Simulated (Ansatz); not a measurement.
The reference is Sn in the diamond structure (space group Fd-3m, No. 227; a = 6.566 Å). Axes: x, y, z lie along the cube axes.

Computed with r2SCAN (Ansatz, a program for electronic structure), no SOC.

Strains are applied to the cell and any free atomic positions relax; under biaxial strain the out-of-plane vector relaxes too.

One change was made to it. Results:

| quantity | base | after |
|---|---|---|
| volume per atom | 35.39 Å³ | 34.96 Å³ |
| energy relative to the base (free energy F) | 0 meV/atom | +1.5 meV/atom |
| pressure (mean of the normal stresses, compression positive) | 0.0 GPa | 0.5 GPa |

Question: Which of these changes matches the shifts?
(A) biaxial strain −0.42 %, plane normal [111], relaxed out of plane
(B) biaxial strain −1.67 %, plane normal [111], relaxed out of plane
(C) biaxial strain −0.83 %, plane normal [111], relaxed out of plane

Answer: C, biaxial strain −0.83 %, plane normal [111], relaxed out of plane. For comparison, the volume per atom in the other runs: biaxial strain −1.67 %, plane normal [111], relaxed out of plane gives 34.53 Å³; biaxial strain −0.42 %, plane normal [111], relaxed out of plane gives 35.17 Å³.

No phonon test of stability was made.
